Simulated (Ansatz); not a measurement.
```xyz
4
Lattice="4.3830 0.0000 0.0000 -2.1915 3.7958 0.0000 0.0000 0.0000 7.1552" Properties=species:S:1:pos:R:3 pbc="T T T"
Cd     2.1915     1.2653     0.0032
Cd     0.0000     2.5305     3.5808
Se     2.1915     1.2653     4.4703
Se     0.0000     2.5305     0.8927
```

Relaxed-ion tensors in this frame from DFT at the PBE level (Ansatz, an electronic-structure program). Proper piezoelectric stress tensor e (C/m²):

```
 0.00   0.00   0.00   0.00   0.05   0.00
 0.00   0.00   0.00   0.05   0.00   0.00
 0.09   0.09  -0.12   0.00   0.00   0.00
```

Stiffness C (GPa):

```
65.4  37.2  30.6   0.0   0.0   0.0
37.2  65.4  30.6   0.0   0.0   0.0
30.6  30.6  73.4   0.0   0.0   0.0
 0.0   0.0   0.0  12.7   0.0   0.0
 0.0   0.0   0.0   0.0  12.7   0.0
 0.0   0.0   0.0   0.0   0.0  14.1
```

**Question.** Obtain the piezoelectric strain tensor d.

**Answer.** d = e S with S = C⁻¹, in pC/N:

```
 0.0   0.0   0.0   0.0   3.9   0.0
 0.0   0.0   0.0   3.9   0.0   0.0
 1.8   1.8  -3.1   0.0   0.0   0.0
```
Away from Γ the polar cell without biaxial strain shows no imaginary mode on a 2×2×2 mesh.
